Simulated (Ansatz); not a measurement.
# LaP (Fm-3m): resistivity and electron-phonon coupling

Input:

```yaml
crystal:
  lattice:
    - [0.00000, 2.98929, 2.98929]
    - [2.98929, 0.00000, 2.98929]
    - [2.98929, 2.98929, 0.00000]
  atoms:
    - { symbol: La, position: [0.00000, 0.00000, 0.00000] }
    - { symbol: P, position: [0.50000, 0.50000, 0.50000] }
```

Calculation: PBEsol, DFPT electron-phonon coupling, linearised Boltzmann equation (plane waves, PAW, scalar-relativistic; Ansatz, a first-principles code). Cell: relaxed with this functional, without spin-orbit coupling.

- resistivity at 300 K = 76 μΩ·cm
- density of states at the Fermi level = 0.073 states/(eV·spin·cell)

A metal at this level (no band gap). Only scattering by harmonic phonons is included (no impurities, grain boundaries, electron-electron scattering or thermal expansion). Spin-orbit coupling is left out. Few carriers conduct, so the values hang on small band overlaps. Halving the electron mesh (24x24x24) moves the resistivity by up to 9 % at 300 K. Smearing 0.20 eV; phonons on a 4x4x4 q mesh, which this run doesn't test.

Formula and space group known from diffraction (Crystallography Open Database), not checked to be the room-temperature form: LaP (Fm-3m).
